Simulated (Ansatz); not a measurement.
**PBE against r2SCAN: AlV2C, pressure 0.7 GPa**

Start from AlV2C (space group P6_3/mmc, No. 194; a = 2.9054 Å, c = 13.1341 Å).

(Cell as relaxed with PBE.)

Levels (all Ansatz, an electronic-structure program, PAW, earlier PAW set): PBE (420 eV, no SOC); r2SCAN (500 eV, scalar-relativistic without spin-orbit coupling).

Each level relaxes its own structure.

| base | PBE | r2SCAN |
|---|---|---|
| volume per atom | 12.00 Å³ | 11.83 Å³ |
| lattice parameter a | 2.905 Å | 2.886 Å |
| band gap | zero | zero |

It is then changed as follows: cell and atoms relaxed at a pressure of 0.7 GPa.

```json
[
 {"quantity": "volume per atom", "PBE": "11.95 Å³", "r2SCAN": "[?]"},
 {"quantity": "c/a ratio", "PBE": "4.521", "r2SCAN": "[?]"},
 {"quantity": "band gap", "PBE": "zero", "r2SCAN": "[?]"}
]
```

### Question
What does r2SCAN give?

### Answer

- volume per atom, r2SCAN: 11.79 Å³
- c/a ratio, r2SCAN: 4.548
- band gap, r2SCAN: zero

PBE's volume per atom lies 0.168 Å³ above r2SCAN's (1.4 %); PBE's c/a ratio lies 0.027 below r2SCAN's; the two agree on the band gap. Neither level is exact; r2SCAN is the comparison here, not a measurement.

Load acts through the strain it causes; cell and atoms are relaxed under it. No phonon test of stability was made. Starting moments died away, wholly or in part, for the base; another magnetic solution may exist. The final runs are not spin-polarised.
